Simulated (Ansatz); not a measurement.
RuB2: pressure series

The reference is RuB$_{2}$ (space group Pmmn, No. 59; a = 2.849 Å, b = 4.626 Å, c = 4.024 Å).

Cell and atoms are relaxed at each pressure.

Method: PBEsol (Ansatz, a first-principles code, PAW, no spin-orbit coupling).

```
pressure (GPa)  volume per atom (Å³/atom)
--------------  -------------------------
0                                   8.839
0.3                                 8.830
0.7                                 8.819
1.5                                 8.796
3                                       ?
5                                   8.698
7.5                                 8.632
```

Q: Fit the third-order Birch–Murnaghan form P(V) = (3B₀/2)[(V₀/V)^(7/3) − (V₀/V)^(5/3)]·[1 + (3/4)(B₀′ − 4)((V₀/V)^(2/3) − 1)] (squares taken in P) to the rows shown and predict the withheld row.

A: Least squares on the printed values gives V₀ = 8.839 Å³/atom, B₀ = 301 GPa, B₀′ = 4.0; this predicts 8.753 Å³/atom, and the run gives 8.753 Å³/atom, in agreement.

Load acts through the strain it causes; cell and atoms are relaxed under it. Stability against distortions was not tested. Competing high-pressure phases were not computed. The final runs are not spin-polarised.
